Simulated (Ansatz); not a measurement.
Data:

```yaml
crystal:
  lattice:
    - [2.90164, 0.00000, 0.02495]
    - [-1.45082, 2.51289, -0.01248]
    - [0.03950, 0.00000, 4.59296]
  atoms:
    - { symbol: Ti, position: [0.66667, 0.33333, 0.75000] }
    - { symbol: Ti, position: [0.33333, 0.66667, 0.25000] }
```

No spin polarisation.

Level of theory: PBEsol (Ansatz, an electronic-structure program; PAW; 420 eV plane waves; scalar-relativistic without spin-orbit coupling). Γ-centred 23×23×13 mesh, Fermi–Dirac width 0.1 eV.

Problem. What band gap does the calculation give?

Solution. Zero.

Problem. Predict the stress (xx, yy, zz, yz, xz, xy; compression positive).

Solution. (0.0, 0.0, 0.0, 0.0, -0.7, 0.0) GPa.

Problem. What is the computed space group?

Solution. C2/c (No. 15).

The cells carry an imposed strain or load. Whether these cells are dynamically stable was not tested. The final runs are not spin-polarised. The cell was made from Ti in the hcp (Mg type) structure (space group P6_3/mmc, No. 194) by this change: tensor shear ε_xz = +0.86 %.
